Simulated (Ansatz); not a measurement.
BP (F-43m), HSE06, rigid bands run with Ansatz (a program for electronic structure): N_c = 3.84e19 cm⁻³ at 300 K and an electron conductivity mass of 0.315 mₑ.

Q: For 1e16 electrons per cm³ at 300 K, place the Fermi level, estimate the Seebeck coefficient of a parabolic band with constant τ, and give mobility and conductivity for τ = 10 fs.

A: The level lies k_BT ln(N_c/n) = 0.213 eV below the conduction-band minimum. S ≈ −(k_B/e)[ln(N_c/n) + 5/2] = -927 μV/K, against -925 μV/K from the full bands (mean over directions). μ = eτ/m = 55.8 cm²/(V·s) and σ = neμ = 0.0895 S/cm. τ is assumed, not computed.

Band transport and this doping are assumed; polarons and phonon drag are left out. Spin-orbit coupling is left out. Geometry: cell and atoms relaxed with PBEsol.
